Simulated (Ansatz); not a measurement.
**KTaO3, pressure series**

Base system: KTaO₃ in the cubic perovskite structure (space group Pm-3m, No. 221).

```
KTaO3
1.0
    4.02442     0.00000     0.00000
    0.00000     4.02442     0.00000
    0.00000     0.00000     4.02442
K Ta O
1 1 3
Direct
  0.00000   0.00000   0.00000
  0.50000   0.50000   0.50000
  0.00000   0.50000   0.50000
  0.50000   0.50000   0.00000
  0.50000   0.00000   0.50000
```

Cell and atoms are relaxed at each pressure.

All numbers come from PBE, PAW, 420 eV (Ansatz, a program for electronic structure; no spin-orbit coupling).

```json
[
 {"pressure (GPa)": "-2", "volume per atom (Å³/atom)": "13.178"},
 {"pressure (GPa)": "-1", "volume per atom (Å³/atom)": "13.106"},
 {"pressure (GPa)": "0", "volume per atom (Å³/atom)": "13.036"},
 {"pressure (GPa)": "7", "volume per atom (Å³/atom)": "?"},
 {"pressure (GPa)": "15", "volume per atom (Å³/atom)": "12.174"},
 {"pressure (GPa)": "30", "volume per atom (Å³/atom)": "11.542"},
 {"pressure (GPa)": "50", "volume per atom (Å³/atom)": "10.900"},
 {"pressure (GPa)": "75", "volume per atom (Å³/atom)": "10.288"},
 {"pressure (GPa)": "100", "volume per atom (Å³/atom)": "9.808"}
]
```

### Question
Fit the third-order Birch–Murnaghan form P(V) = (3B₀/2)[(V₀/V)^(7/3) − (V₀/V)^(5/3)]·[1 + (3/4)(B₀′ − 4)((V₀/V)^(2/3) − 1)] (squares taken in P) to the rows shown and predict the withheld row.

### Answer
Least squares on the printed values gives V₀ = 13.036 Å³/atom, B₀ = 190 GPa, B₀′ = 4.3; this predicts 12.596 Å³/atom, and the run gives 12.595 Å³/atom, in agreement.

Measured bulk modulus of KTaO3: 220 GPa (temperature not stated; as listed in S. Tinte et al., Phys. Rev. B (1998)); the computed value is for a static lattice, so the two differ by thermal effects too.

Load acts through the strain it causes; cell and atoms are relaxed under it. Stability against distortions was not tested. No other phases were tried under pressure.
